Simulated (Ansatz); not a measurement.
```yaml
crystal:
  lattice:
    - [0.00000, 3.03148, 3.06180]
    - [3.03148, 0.00000, 3.06180]
    - [3.03148, 3.03148, 0.00000]
  atoms:
    - { symbol: Hg, position: [0.00000, 0.00000, 0.00000] }
    - { symbol: Se, position: [0.25000, 0.25000, 0.25000] }
```

No spin polarisation.

All numbers come from LDA (Ansatz, a first-principles code; PAW; 420 eV plane waves; no SOC). k-mesh 9×9×9 (Γ-centred); smearing 0.05 eV (Fermi–Dirac).

Predict the pressure and band gap.

The pressure (mean of the normal stresses, compression positive) is -0.6 GPa and the band gap is zero.

A case with no gap was solved on a k-mesh chosen for an insulator, which is coarse for it. With Hg present, leaving out spin-orbit coupling can change the band edges. The cells carry an imposed strain or load. Stability against distortions was not tested. All final runs are without spin polarisation. The cell was made from HgSe in the zinc blende structure (space group F-43m, No. 216) by this change: uniaxial strain ε_zz = +1.00 %. The zero or small gap of HgSe can change with the level of theory.
